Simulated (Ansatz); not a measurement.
**WSi2: transverse stress against strain**

WSi2 (MoSi2 type, I4/mmm, 13.144 Å³/atom at rest, c along z) under a strain ε along c (axis z), the other axes held. LDA in Ansatz, a plane-wave DFT program (PAW, default set), 420 eV, 25×25×25 Γ-centred mesh, Fermi-Dirac smearing 0.10 eV; ions are relaxed within the symmetry of each cell. Stress is positive for a compressed cell.

Here s stands for strain and y for stress xx.

```
strain (%)  stress xx (GPa)
----------  ---------------
-1.50                  1.63
-1.00                  1.07
-0.50                  0.53
0.00                   0.00
0.50                  -0.52
1.00                  -1.02
1.50                  -1.51
3.00                      ?
```

Taking a straight line for y over the 7 complete rows: Means: s 0, y 0.026. About the means, the sum of products is -7.3250 and the sum of squares of s is 7.0000; the slope is their ratio. Least squares gives y = 0.026 - 1.0464·s. Residuals (row less fit): 0.034, -0.002, -0.019, -0.026, -0.023, 0.000, 0.034; standard error 0.028 (degrees of freedom: 5). The slope gives the elastic constant C13 = 105 ± 1.1 GPa.

Task: Estimate the missing y (s = 3.00); what did the run itself give?

Result: y = 0.026 - 1.0464 × 3.0 = -3.113 GPa. The calculation gives -2.90 GPa, 0.213 GPa above the prediction (4.7 % of the range of y in the table). The row lies outside the fitted rows, so this is an extrapolation. From the scatter of the fitted rows alone, a prediction at this place has a standard error of 0.043 GPa, so the miss is 5.0 times that.

One order more, fitted to all 13 runs of the series, follows each within 0.01, so the miss is the next term of a smooth law. In a metal these values are sensitive to mesh and smearing; energies are taken to zero smearing, stresses follow the free energy. Rows are the converged runs of the series near zero and its far end; series whose fitted rows scatter by over a few per cent of the range, as at a crossing or softening among them, aren't shown in this form. Most that stay on the fit to the last digits aren't either.
